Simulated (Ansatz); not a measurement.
Amorphous Ti20O42Zr, 63 atoms at 3.53 g/cm³, one PBE-relaxed geometry, zone centre. Methods: PBE, scalar-relativistic without spin-orbit coupling (Ansatz, a quantum-chemistry and plane-wave program); r2SCAN, scalar-relativistic without spin-orbit coupling (Ansatz); HSE06, scalar-relativistic without spin-orbit coupling (Ansatz). Plane waves to 420 eV (r2SCAN 500 eV); exact exchange is cut at the cell's faces. At PBE the levels at the filled edge of the gap are localised (band-tail or defect states). All rungs ran without spin polarisation.

Preparation: random packing, a CHGNet melt and quench, and a DFT relaxation. O atoms were pushed apart under 1.9 Å during the dynamics, to hinder bonds among them. The hot cell started wider than the set density and was brought back towards it in steps. It is the lowest in DFT energy of 2 quenches. It is a model cell: composition and starting density were chosen by hand, and all elements were melted together. No dispersion term was used. Its density started from a set value of 3.69 and ended at 3.53 g/cm³. The quench (nominally 360 K/ps over its main leg) was far faster than any real one, so the model tends to hold more defects than a real film. One small periodic cell is one sample of the glass; other quenches scatter about these values. Volume and shape were free in the relaxation.

The relaxation ran on the zone centre alone. At PBE the level gap is 2.76 eV on a 2×2×2 Γ-centred mesh, and the spacing at the zone centre alone 2.79 eV.

**Question.** What zone-centre spacing does r2SCAN give, roughly?

**Answer.** 3.15 eV (+0.35 eV against PBE).

**Question.** What zone-centre spacing does HSE06 give, roughly?

**Answer.** 4.33 eV (+1.54 eV against PBE).

The highest filled and the lowest empty state spread over these numbers of atoms (participation numbers): PBE: 10.7 and 16.4; r2SCAN: 11.0 and 14.1; HSE06: 11.3 and 14.9.
